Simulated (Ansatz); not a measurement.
Base system: CdTe in the zinc blende structure (space group F-43m, No. 216; a = 6.5576 Å).

Levels (all Ansatz, a quantum-chemistry and plane-wave program, PAW): r2SCAN (500 eV, no spin-orbit coupling); HSE06 (420 eV, without spin-orbit coupling).

The geometry is relaxed with r2SCAN.

```
Item               Value
---------------  -------
r2SCAN band gap  1.17 eV
```

With HSE06 at the same geometry, the band gap increases by 0.349 eV, from 1.17 eV to 1.51 eV.

Single points use the geometry relaxed with r2SCAN. With Te present, leaving out spin-orbit coupling can change the band edges. No phonon test of stability was made.
